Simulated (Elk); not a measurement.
Band structure of PbS2 (I4/mcm, 6 atoms in the cell).

```yaml
crystal:
  lattice:
    - [-3.07497, 3.07497, 3.77660]
    - [3.07497, -3.07497, 3.77660]
    - [3.07497, 3.07497, -3.77660]
  atoms:
    - { symbol: Pb, position: [0.75000, 0.75000, 0.00000] }
    - { symbol: Pb, position: [0.25000, 0.25000, 0.00000] }
    - { symbol: S, position: [0.11903, 0.61903, 0.73806] }
    - { symbol: S, position: [0.88097, 0.38097, 0.26194] }
    - { symbol: S, position: [0.61903, 0.88097, 0.50000] }
    - { symbol: S, position: [0.38097, 0.11903, 0.50000] }
```

Computed with LDA (PW92), all-electron FP-LAPW, Elk's shipped species files, default APW+lo basis run with Elk.

Settings: swidth = 0.00183747 Ha; ngridk = 4 4 4; rmtscf = 0.83; maxscl = 100.

The starting cell comes from a database of computed structures (which also holds hypothetical and non-ambient phases and stackings), without a prior relaxation at this level. Spin-orbit coupling is off. Values depend on the basis (sphere radii, cutoffs, local orbitals), which need not be converged. The run gives no clean gap (levels at the Fermi energy touch, overlap or are partly filled at this smearing), which alone does not show that the compound is a metal.

Levels in eV from the Fermi level, bands 23 to 30:
```csv
point,23,24,25,26,27,28,29,30
Γ,-3.35,-3.21,-3.21,-0.20,2.91,2.91,3.10,3.10
X,-2.60,-1.33,-1.21,-0.26,1.14,1.17,2.14,2.53
Y,-1.35,-0.94,-0.63,-0.35,0.23,1.80,2.19,2.23
S,-1.55,-0.97,-0.39,-0.30,0.81,1.56,2.18,2.33
Z,-1.37,-1.37,-0.13,0.17,1.43,1.57,1.57,2.58
S1,-1.55,-0.97,-0.39,-0.30,0.81,1.56,2.18,2.33
N,-2.20,-2.20,-0.94,-0.94,1.02,1.02,2.39,2.39
P,-2.04,-2.04,-0.95,-0.95,2.26,2.26,2.33,2.33
Y1,-1.35,-0.94,-0.63,-0.35,0.23,1.80,2.19,2.23
```

Bands cross the Fermi level along this path, so the cell is metallic at this level.
